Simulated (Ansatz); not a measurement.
H on an anion site across 3 hosts. Level of theory: PBE, PAW (plane waves to 420 eV; Ansatz, a quantum-chemistry and plane-wave program). Charged cells are image-corrected; levels hold to tenths of an eV, spin–orbit coupling is left out, only levels at least 0.1 eV inside the gap count (those within 0.2 eV of an edge may still be shallow), and each defect is the lowest state found from one start.

```
host                       site at the start       sites, k-points  gap (eV)  localised charge states  levels above the VBM (eV)
----------------------  --------------------  --------------------  --------  -----------------------  -------------------------
metastable alpha Ga2O3            the O site  120, 2×2×2 Γ-centred      2.40                       +1        none; +1 throughout
monoclinic HfO2         the O(2,4-fold) site     96, 2×2×2 shifted      4.04                +1, 0, −1   (+1/0) 3.75; (0/−1) 3.93
corundum                          the O site  120, 2×2×2 Γ-centred      5.85                +1, 0, −1   (+1/0) 5.58; (0/−1) 5.65
```

The lowest level as a share of the gap: monoclinic HfO2: 3.75 / 4.04 = 0.93; corundum: 5.58 / 5.85 = 0.95. No level in metastable alpha Ga2O3.
